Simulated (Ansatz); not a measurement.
Start from LaAs in the CsCl type structure (space group Pm-3m, No. 221; a = 3.743 Å; a hypothetical phase, not in the database extracts checked; relaxed with 0.1 eV smearing). Axes: x, y, z lie along the cube axes.

Method: r2SCAN (Ansatz, an electronic-structure program; PAW; 500 eV plane waves; no spin-orbit coupling).

Base values:

```
Item                             Value
-----------------------------  -------
Shortest interatomic distance  3.241 Å
```

Perturbation: tensor shear ε_yz = +0.79 % (engineering shear γ = 0.0158), atoms relaxed at fixed cell.

**Question.** Estimate the effect on the shortest interatomic distance.

**Answer.** The shortest interatomic distance shrinks by 0.017 Å to 3.224 Å.

**Question.** What does the calculation give for the stress after the change?

**Answer.** The stress (xx, yy, zz, yz, xz, xy; compression positive) is (0.0, 0.0, 0.0, 0.2, 0.0, 0.0) GPa.

The cells carry an imposed strain or load. Whether these cells are dynamically stable was not tested. The final runs are not spin-polarised. Under tensor shear ε_yz = +0.79 % the cell ends below the base's energy or with stress of the wrong sign: the atoms slid into a distortion or the cell is elastically unstable, so the base is not a stable minimum at this level.
